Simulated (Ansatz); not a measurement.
Effect of pressure 1.8 GPa on Bi2Se3

Consider Bi₂Se₃ in the Bi2Te3 type structure (space group R-3m, No. 166; a = 4.081 Å, c = 27.666 Å (hexagonal axes)).

Perturbation: cell and atoms relaxed at a pressure of 1.8 GPa.

Level of theory: PBEsol-D3(BJ)/PAW in Ansatz (a first-principles code), no SOC. Γ-centred 9×9×9 mesh, Fermi–Dirac width 0.05 eV.

```csv
quantity,base,changed,shift
volume per atom,26.61 Å³,25.78 Å³,-0.83 Å³
density,8.17 g/cm³,8.44 g/cm³,+0.263 g/cm³
lattice parameter a,4.081 Å,4.044 Å,-0.037 Å
c/a ratio,6.778,6.751,-0.027
shortest interatomic distance,2.835 Å,2.821 Å,-0.014 Å
enthalpy H = E + PV relative to the base's energy,–,+0.29 eV/atom,–
band gap (uncertain: the edges found look like a band crossing or inverted bands; the changed cell),zero,0.08 eV,–
```

Spin-orbit coupling, missing from the scalar runs, can matter with Bi. Load acts through the strain it causes; cell and atoms are relaxed under it. Stability against distortions was not tested. All final runs are without spin polarisation. Gaps under 0.05 eV, about the width of the smearing, are given as zero. A zero or small gap of Bi2Se3 can be the functional's error rather than a property of the material.
